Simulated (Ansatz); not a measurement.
Start from BaZrO3 in the cubic perovskite structure (space group Pm-3m, No. 221; a = 4.181 Å). Axes: x, y, z lie along the cube axes.

Structures relaxed with DFT with PBEsol, PAW potentials and a 420 eV plane-wave cutoff in Ansatz (an electronic-structure program), without spin-orbit coupling.

Base:

Simulated powder pattern, Co Kα, λ = 1.79026 Å (kinematic, ideal powder, no thermal factors, no anomalous dispersion; the 8 strongest lines at most, above 2 %, up to 2θ = 90°):

```json
[
 {"2θ (°)": "35.25", "I/Imax (%)": "100", "hkl": "(110)"},
 {"2θ (°)": "43.54", "I/Imax (%)": "6.8", "hkl": "(111)"},
 {"2θ (°)": "50.71", "I/Imax (%)": "31", "hkl": "(200)"},
 {"2θ (°)": "63.26", "I/Imax (%)": "39", "hkl": "(211)"},
 {"2θ (°)": "74.54", "I/Imax (%)": "19", "hkl": "(220)"},
 {"2θ (°)": "85.23", "I/Imax (%)": "18", "hkl": "(310)"}
]
```

After one change:

Simulated powder pattern, Co Kα, λ = 1.79026 Å (kinematic, ideal powder, no thermal factors, no anomalous dispersion; the 8 strongest lines at most, above 2 %, up to 2θ = 90°):

```json
[
 {"2θ (°)": "35.25", "I/Imax (%)": "51"},
 {"2θ (°)": "35.59", "I/Imax (%)": "100"},
 {"2θ (°)": "43.82", "I/Imax (%)": "10"},
 {"2θ (°)": "50.71", "I/Imax (%)": "32"},
 {"2θ (°)": "51.71", "I/Imax (%)": "15"},
 {"2θ (°)": "63.48", "I/Imax (%)": "39"},
 {"2θ (°)": "64.13", "I/Imax (%)": "19"},
 {"2θ (°)": "75.35", "I/Imax (%)": "19"}
]
```

Q: What was done to the base?
A) uniaxial strain ε_zz = −1.80 %
B) uniaxial strain ε_zz = −0.60 %
C) uniaxial strain ε_zz = −2.40 %
D) uniaxial strain ε_zz = −3.00 %

A: A, uniaxial strain ε_zz = −1.80 %. Its volume per atom is 14.35 Å³ against 14.61 Å³, and its space group is P4/mmm (No. 123).

Whether these cells are dynamically stable was not tested.
